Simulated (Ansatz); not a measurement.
## A computed series for Os: response to strain

Consider Os in the hcp (Mg type) structure (space group P6_3/mmc, No. 194; a = 2.754 Å, c = 4.347 Å; relaxed with 0.1 eV smearing).

Strains are applied to the cell and any free atomic positions relax.

Calculations: Ansatz (a program for electronic structure), PBE, PAW, cutoff 420 eV, without spin-orbit coupling.

Candidates:
(a) isotropic strain +3.00 %
(b) isotropic strain +1.00 %
(c) isotropic strain +1.50 %
(d) isotropic strain −2.50 %
(e) isotropic strain −1.50 %

Notes on the quantities. energy relative to the base: free energy F.

Question: Order them by energy relative to the base, highest first.

Answer: (a) isotropic strain +3.00 % (+128 meV/atom), (d) isotropic strain −2.50 % (+110 meV/atom), (e) isotropic strain −1.50 % (+38 meV/atom), (c) isotropic strain +1.50 % (+34 meV/atom), (b) isotropic strain +1.00 % (+15 meV/atom)

Whether these cells are dynamically stable was not tested. The final runs are not spin-polarised.
